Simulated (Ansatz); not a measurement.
A self-consistent single point of Hg (Imma, 2 atoms in the cell) with Ansatz (a quantum-chemistry and plane-wave program)

Method of the run: LDA (PW92), default PAW files made with PBE (plane waves; Ansatz).

This input was run:

Ansatz 0.2 input:
```yaml
crystal:
  lattice:
    - [-2.91510600, 2.91510600, 1.56469200]
    - [2.91510600, -2.91510600, 1.56469200]
    - [2.91510600, 2.91510600, -1.56469200]
  atoms:
    - { symbol: Hg, position_ang: [0.00000000, 2.91510600, 0.83234730] }
    - { symbol: Hg, position_ang: [0.00000000, 0.00000000, 0.00000000] }
basis:
  ecutwfc: 30.9 Ry
kpoints:
  mp_grid: { grid: [12, 12, 12] }
hamiltonian:
  xc: lda
  pseudopotentials: { kind: paw }
scf:
  occupations: { method: gaussian, width: 0.0073 Ry }
output:
  forces: true
  eigenvalues: true
  stress: true
```

Output, abridged:

```
WARN ansatz: RAYON_NUM_THREADS=1 ignored (pool sized by the plan → 1); use --threads N
Pseudopotentials: kind: paw
Pseudopotential: Hg, paw, valence charge 20
Crystal: 2 atoms, lattice volume = 53.186 Å³
Basis set: ecut = 420.4159175005146 eV, 1037 PW (Γ)
Bands: 24, of which v1, the nominal top of the filled ones, is band 20 counted from 1 (19 counted from 0)
Symmetry: 8 space group operations
Space group: Imma (ITA 74), of the structure as read, at distance tolerance 3.8e-5 Å
k-points: 280 of 1728
PAW frozen core: Hg, regenerated for the run's functional, and the local potential with it
Initial density: superposition of atomic densities (neutral atoms: chi_scale 0, normalization atom), corrected by the library's trained network
Initial wavefunctions: pseudopotential atomic-orbital guess
Eigensolver: davidson
Functional: x = slater, c = lda
SCF iter   1: F=—  HF=-27044.757855 eV  |F-HF|=—  |Δ(HF+E_count)|=         —  Δρ=4.88e-3  dr2=1.07e-2  ethr=1.77e-3  ⟨swp⟩=5.8  Hψ=26022  notcnv=0
all-band conjugate gradients solve this SCF's bands
preconditioner: auto → Kerker (q_TF=auto, 2.602 Å⁻¹)
SCF iter   2: F=—  HF=-27044.755945 eV  |F-HF|=—  |Δ(HF+E_count)|=   1.91e-3  Δρ=2.30e-3  dr2=2.02e-3  ethr=2.68e-5  ⟨swp⟩=2.4  Hψ=11552  notcnv=0
SCF iter   3: F=—  HF=-27044.755232 eV  |F-HF|=—  |Δ(HF+E_count)|=   7.12e-4  Δρ=4.98e-4  dr2=5.21e-5  ethr=5.04e-6  ⟨swp⟩=2.1  Hψ=9454  notcnv=0
SCF iter   4: F=—  HF=-27044.755238 eV  |F-HF|=—  |Δ(HF+E_count)|=   5.26e-6  Δρ=6.02e-5  dr2=9.90e-7  ethr=1.30e-7  ⟨swp⟩=2.6  Hψ=11419  notcnv=0
iter 5 did not close the SCF: its close was put off for the readings that it lacked (scf_convergence_deferred on its scf_iter line)
SCF iter   5: F=-27044.755238 eV  HF=-27044.755238 eV  |F-HF|=6.29e-9  |Δ(HF+E_count)|=   8.48e-8  Δρ=1.16e-5  dr2=5.75e-8  ethr=2.47e-9  ⟨swp⟩=2.2  Hψ=10689  notcnv=0
SCF iter   6: F=-27044.755238 eV  HF=-27044.755238 eV  |F-HF|=1.93e-10  |Δ(HF+E_count)|=   5.94e-9  Δρ=1.94e-6  dr2=1.67e-9  ethr=1.44e-10  ⟨swp⟩=2.6  Hψ=24153  notcnv=0
SCF 1 converged in 6 iterations: F = -27044.755238 eV  dr2 = 1.67e-9
SCF converged after 6 iterations
Free energy (F): -27044.755238 eV
Harris-Foulkes:  -27044.755238 eV  (|F-HF|=1.93e-10)
Internal energy: -27044.751760 eV  (E = F + TS)
E sigma→0 (E₀):  -27044.753499 eV
Entropy (-TS):   -0.003478 eV (-1.739 meV/atom)
Fermi energy:    12.287519 eV
--- Per-component energies (eV) ---
  E_band       = -872.180477
  E_kinetic    = 1208.504465
  E_local      = -5482.011579  (includes V_loc(G=0)·N_el)
  E_nonlocal   = 160.706571
  E_hartree    = 2330.964728
  E_xc         = -437.407359
  E_vxc        = -523.303037  (∫ρ·V_xc dr)
  E_paw        = -19311.324106  (= ΣΔE_a)
  E_vpaw       = -898.005674  (= ΣTr[D̂ρ^β])
  E_aug_tail   = 0.001686  (compensation charges beyond the density's cutoff)
  E_ewald      = -5515.338350
  E_core_change = 1.152185  (= ΣΔE_core)
  E_smearing   = -0.003478  (= −TS)
  E_closure    = 0.000000  (closes the sum)
  Σ components = -27044.755238   (vs F -27044.755238, Δ=0.00e0)
--- Forces (eV/Å), atoms counted from 1 ---
  atom   1  Hg     0.00000000     0.00000000     0.00478784
  atom   2  Hg     0.00000000     0.00000000    -0.00478784
  max |Σ_I F_I| component: 0.00e0 eV/Å
--- Stress (GPa, compression-positive) ---
       -4.234421       0.000000       0.000000
        0.000000      -4.277235       0.000000
        0.000000       0.000000      -4.619837
  P = ⅓ Tr σ = -4.3772 GPa (-43.772 kbar)
  The stress holds the Pulay correction. Without it, at fixed plane waves, as pw.x and ABINIT print it: P = -4.4084 GPa
--- Band table (eV; the first three rows and the last of 280) ---
  k-point 0: bands = ["-102.5882", "-102.5858", "-50.8964", "-50.8913", "-50.8579", "-50.8569", "-50.8554", "-50.8551", "3.8889", "4.6041", "4.7296", "4.8866", "5.0006", "6.0203", "6.0499", "6.1106", "6.1442", "6.5086", "6.9340", "13.5055", [...]
  k-point 1: bands = ["-102.5881", "-102.5859", "-50.8958", "-50.8908", "-50.8591", "-50.8568", "-50.8559", "-50.8547", "3.9583", "4.6253", "4.7591", "4.8796", "4.9935", "6.0191", "6.0607", "6.1064", "6.1514", "6.4880", "6.8873", "12.4841", [...]
  k-point 2: bands = ["-102.5880", "-102.5860", "-50.8939", "-50.8892", "-50.8617", "-50.8579", "-50.8565", "-50.8540", "4.1612", "4.6888", "4.8371", "4.8693", "4.9789", "5.9971", "6.0890", "6.1026", "6.1692", "6.4322", "6.7663", "11.2032", [...]
  k-point 279: bands = ["-102.5871", "-102.5869", "-50.8999", "-50.8952", "-50.8579", "-50.8569", "-50.8520", "-50.8519", "4.6830", "4.7231", "4.9075", "5.0078", "5.8554", "5.8986", "6.0736", "6.1085", "6.1415", "6.1803", "9.6525", "9.7107", [...]
```

The run converged in 6 iterations.

The starting cell comes from a database of computed structures (which also holds hypothetical and non-ambient phases and stackings), without a prior relaxation at this level. Its lattice was rescaled by up to half a per cent. One atom was moved a little off its site on purpose. Spin-orbit coupling is off. With a pressure of about -4 GPa the cell is away from its equilibrium volume at this level. Ansatz's pressure includes its estimate of the finite-basis (Pulay) stress.
